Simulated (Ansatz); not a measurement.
The reference is ZrSi (space group Cmcm, No. 63; relaxed with 0.1 eV smearing).

```xyz
4
Lattice="1.8659 -4.9399 0.0000 1.8659 4.9399 0.0000 0.0000 0.0000 3.7421" Properties=species:S:1:pos:R:3 pbc="T T T"
Zr     1.8659    -1.4342     0.9355
Zr     1.8659     1.4342     2.8066
Si     1.8659    -4.1636     0.9355
Si     1.8659     4.1636     2.8066
```

Cartesian axes are those of the cell as printed.

Method: PBEsol, PAW, 420 eV (Ansatz, a quantum-chemistry and plane-wave program; no spin-orbit coupling).

Modification: the cell is compressed by 1.52 % along z with no lateral relaxation; the atoms relax in the strained cell.

### Question
Predict the stress tensor and what it implies for the stiffness.

### Answer
Stress of the strained cell less that of the base (GPa, compression positive):
```
    2.0     0.0     0.0
    0.0     1.1     0.0
    0.0     0.0     4.2
```

Then −Δσ_ii/ε with ε = -0.0152 gives secant stiffness values (nonlinear terms included at this strain): C33 ≈ 279 GPa, C13 ≈ 133 GPa and C23 ≈ 70 GPa.

Stability against distortions was not tested. All final runs are without spin polarisation.
